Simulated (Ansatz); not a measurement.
Hypothetical diamond Te under a change: pressure −2 GPa

Base system: Te in the diamond structure (space group Fd-3m, No. 227; a = 7.185 Å; a hypothetical phase, not in the database extracts checked).

It is then changed as follows: a negative pressure, −2 GPa.

Computed with PBE (Ansatz, a first-principles code, PAW, without spin-orbit coupling). Settings: 11×11×11 k-points, 0.05 eV Fermi–Dirac smearing.

The shortest interatomic distance increases by 0.096 Å (3.111 Å → 3.207 Å) and the enthalpy H = E + PV relative to the base's energy comes out as -0.60 eV/atom. The band gap stays zero.

Final structure:

```
CELL_PARAMETERS angstrom
      0.00000     3.70341     3.70341
      3.70341     0.00000     3.70341
      3.70341     3.70341     0.00000
ATOMIC_POSITIONS crystal
  Te 0.25000 0.25000 0.25000
  Te 0.00000 0.00000 0.00000
```

Load acts through the strain it causes; cell and atoms are relaxed under it. Whether these cells are dynamically stable was not tested.
